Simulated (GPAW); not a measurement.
GPAW is run on Na6ZnSn2 (C2/m, 9 atoms in the cell), and the run fails. The aim is a self-consistent single point with DFT LDA (Perdew-Wang 92), plane waves, GPAW PAW datasets LDA (gpaw-data 1.0.1).

Cell that was meant: a = 5.7337 Å, b = 5.7337 Å, c = 9.3160 Å, α = 97.09°, β = 97.09°, γ = 57.02°.

Part of the input:

```python
              pbc=True)

calc = GPAW(mode={'name': 'pw', 'ecut': 850},
            xc='AM05',
            kpts=(5, 5, 3),
            occupations={'name': 'methfessel-paxton', 'width': 0.1, 'order': 0},
            nbands=-17,
```

The program printed (abridged):

```
Input parameters:
  convergence: {density: 1e-05,
                energy: 1e-05}
  kpts: [5 5 3]
  maxiter: 150
  mode: {ecut: 850,
         name: pw}
  nbands: -17
  occupations: {name: methfessel-paxton,
                order: 0,
                width: 0.1}
  symmetry: {symmorphic: False,
             tolerance: 0.0005}
  xc: AM05

Traceback (most recent call last):
   [... frames left out ...]
FileNotFoundError: Could not find required PAW dataset file "Sn.AM05".

You need to set the GPAW_SETUP_PATH environment variable to point to
the directories where PAW dataset and basis files are stored.  See
https://gpaw.readthedocs.io/install.html#install-paw-datasets
for details.
```

Problem. Read the log: what does the program object to, and what is the fix?

Solution. The fault is a functional for which no datasets are installed. The program looks for atomic datasets under the functional's name. To fix it, return to the functional that was meant, or generate datasets for the new one. The program stopped before any SCF iteration.

An input that runs soundly differs in these lines (not the only fix; some lines may just follow from the change or write a value another way):
```diff
-            xc='AM05',
+            xc='LDA',
```

With that input, the run converged in 25 iterations: free energy E − TS (from the program's reference atoms) -21.7340 eV; Fermi level (on the code's own zero) 2.05 eV; pressure -1.54 GPa; largest force (vector length) 0.116 eV/Å (DFT LDA (Perdew-Wang 92), plane waves, GPAW PAW datasets LDA (gpaw-data 1.0.1)).

On the sound input: the starting cell comes from a database of published, mostly measured structures (it also holds non-ambient and calculated ones), without a prior relaxation at this level.
